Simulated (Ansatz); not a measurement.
CaO (model structure, started from the CsCl type, Pm-3m, No. 221, 2 atoms in the cell; like a known high-pressure phase) was calculated with r²SCAN0 (Ansatz, a first-principles code, PAW).

Run with plane-wave cutoff 520 eV, 8×8×8 k mesh, Fermi–Dirac smearing 0.01 eV, scalar-relativistic PAW data made under PBE.

The cell is the one relaxed with PBEsol. Conventional cell: a = 2.8882 Å, b = 2.8882 Å, c = 2.8882 Å, α = 90.00°, β = 90.00°, γ = 90.00°.

```
CaO
1.0
    2.88821     0.00000     0.00000
    0.00000     2.88821     0.00000
    0.00000     0.00000     2.88821
Ca O
1 1
Direct
  0.00000   0.00000   0.00000
  0.50000   0.50000   0.50000
```

### Question
List the 9 lowest band energies at Γ above −25 eV (eV, relative to the valence band maximum), grouping those that round alike.

### Answer
At Γ: -21.30 (×3), -18.72, -0.35 (×3), 5.58 (×2).

Note: the run warned that its exchange threshold was loose for the stress; cell and atoms aren't relaxed at this level (pressure 0.3 GPa).

A model structure was made by putting elements into a prototype or built by hand; it is no filed structure, need not be a known phase, and can be a saddle point held by its symmetry.
